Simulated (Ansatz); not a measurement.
**SnO2 under a change: biaxial strain +1.36 %, plane normal [001], relaxed out of plane**

Consider SnO2 in the rutile structure (space group P4_2/mnm, No. 136; a = 4.760 Å, c = 3.201 Å). Axes: x, y, z lie along a, b, c of the conventional cell.

Perturbation: tensile biaxial strain of 1.36 % in the plane normal to [001], as in epitaxy on a mismatched substrate; the out-of-plane cell vector and the atoms relax.

Method: Ansatz (a quantum-chemistry and plane-wave program) r2SCAN, without spin-orbit coupling. Γ-centred 7×7×10 mesh, Fermi–Dirac width 0.05 eV.

The volume per atom increases by 0.22 Å³, from 12.09 Å³ to 12.31 Å³ and the space group is still P4_2/mnm (No. 136). The pressure (mean of the normal stresses, compression positive) goes from zero to -2.78 GPa and the band gap drops by 0.133 eV, from 1.77 eV to 1.63 eV. The gap character remains direct at Γ and the width of the top valence band decreases by 0.02 eV to 1.24 eV. The electron mass becomes 0.19 mₑ out of plane, 0.23 mₑ in plane (at Γ) (base: 0.19 mₑ along c, 0.22 mₑ across (at Γ)) and the hole mass changes from 1.7 mₑ along c, 1.3 mₑ across (at Γ) to 1.9 mₑ out of plane, 1.3 mₑ in plane (at Γ). The valence-band top at Γ (three highest levels, from the VBM) becomes 0.00, -0.78, -0.78 eV (base: 0.00, -0.77, -0.77 eV) and the out-of-plane strain amounts to -0.89 %. The ratio −ε⊥/ε∥ is 0.66 and the mean in-plane stress (compression positive) comes out as -4.2 GPa.

Final structure (turned so that z lies along the plane normal):

```
CELL_PARAMETERS angstrom
      4.82465     0.00000     0.00000
      0.00000     4.82465     0.00000
      0.00000     0.00000     3.17217
ATOMIC_POSITIONS crystal
  Sn 0.00000 0.00000 0.00000
  Sn 0.50000 0.50000 0.50000
  O  0.30603 0.30603 0.00000
  O  0.80603 0.19397 0.50000
  O  0.19397 0.80603 0.50000
  O  0.69397 0.69397 0.00000
```

Masses are band curvatures over ±0.01 Å⁻¹ around the edge. No phonon test of stability was made.
